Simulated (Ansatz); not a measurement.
**F on the 1x1 (111) surface of ceria (cut with top plane O), one in a 2x2 cell, started at the site 'over O at depth 1.6 Å'**

Host crystal: ceria, with a band gap (PBE, scalar-relativistic without spin-orbit coupling).

Level of theory: HSE06, at the PBE geometry and the start's symmetry (plane waves to 420 eV, PAW; Ansatz, a program for electronic structure).

Slab: 37 atoms, 7.8 Å thick at the start under the adsorbate (thin: gaps and levels are the slab's own); k 3x3x1, smearing 0.01 eV, dipole-corrected; single point; on the structure that PBE left under its start's symmetry; spin-polarised, ending with about 1.0 μB a cell; orders that need a larger cell were not tried, no spin-orbit, no U, no dispersion correction. The program's check for a lower electronic state was not made. It is one chosen start, not shown to be the lowest state of the adsorbate.

The adsorption energy against ½ F2(g) at the same level comes out as 0.048 eV. The gap of the slab on its k-mesh is 0.65 eV. The highest filled level below the top vacuum level comes out as 7.49 eV. The change of the step from the bottom to the top vacuum level, against the clean slab comes out as 0.39 eV and the height of the binding atom over the mean of the host atoms within 0.3 Å of the top one is 0.938 Å. The magnetic moment of the cell is 1.00 μB and the nearest host atoms of the binding atom is O at 2.53 Å, O at 2.53 Å, O at 2.53 Å.

A negative adsorption energy means that the adsorbate is more stable on the surface than in its reference.
